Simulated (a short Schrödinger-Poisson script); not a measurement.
System: gated In0.52Al0.48As/In0.53Ga0.47As δ-doped gas in a quantum well, at 300 K.

```
layer        material  thickness (nm)  Na (cm⁻³)
-----  --------------  --------------  ---------
1      In0.52Al0.48As              30          -
2      In0.52Al0.48As               2          -
3      In0.53Ga0.47As              15          -
4      In0.52Al0.48As            4000       2e15
```

The device is made up for the run: typed textbook-type constants, with dimensions and the other settings drawn at random. In0.52Al0.48As: permittivity 12.5, conduction-band edge (eV) 0.52, gap (eV) 1.45, electron mass (mₑ) 0.075, Nv at 300 K (cm⁻³) 1.1e19. In0.53Ga0.47As: permittivity 13.9, conduction-band edge (eV) 0, gap (eV) 0.74, Nv at 300 K (cm⁻³) 7.7e18.

Channel valleys (confinement mass, in-plane density-of-states mass, number): Γ 0.041, 0.041, 1. At the gate the conduction-band edge of layer 1 lies 0.65 eV − eVg above the Fermi level of the channel; the field vanishes at the back. Sheet of ionised δ-doping: +2.2e12 e/cm² at 30 nm from the gate. The barrier under the gate holds no holes. Gaps are held at their typed values at every temperature. Mesh 0.08 nm at interfaces.

From a short Schrödinger-Poisson script (our own, NumPy): 1D Poisson equation in equilibrium, electrons quantum, Hartree (BenDaniel-Duke, 40 states a valley, the channel's in-plane mass for all, wave functions free to enter the barrier), parabolic valleys, classical holes, full ionisation, no traps, pinning or gate leakage.

The same stack at other levels of the model or other numerical settings:

| run | sheet density of all electrons at Vg = 0.4 V (cm⁻²) | sheet density of all electrons at Vg = -0.6 V (cm⁻²) | capacitance at Vg = 0.4 V (μF/cm²) | centroid of the channel electrons at Vg = 0.4 V (nm) | rough cost against the base |
|---|---|---|---|---|---|
| base | 2.01e12 | 2.50e11 | 0.298 | 5.39 | about 1 |
| electrons treated as classical, Boltzmann | 2.27e12 | 3.01e11 | 0.330 | 2.83 | 0.02 |
| electrons treated as classical, Fermi-Dirac | 2.05e12 | 2.82e11 | 0.295 | 5.06 | 0.1 |
| electrons treated as quantum, Hartree plus LDA exchange-correlation | 2.04e12 | 2.62e11 | 0.299 | 5.32 | 1 |
| mesh six times as coarse | 2.01e12 | 2.50e11 | 0.298 | 5.37 | 0.2 |
| one subband a valley | 1.97e12 | 2.47e11 | 0.289 | 4.93 | 0.3 |

The classical rows ignore confinement, and Boltzmann statistics overrate the density once the band edge passes the Fermi level.
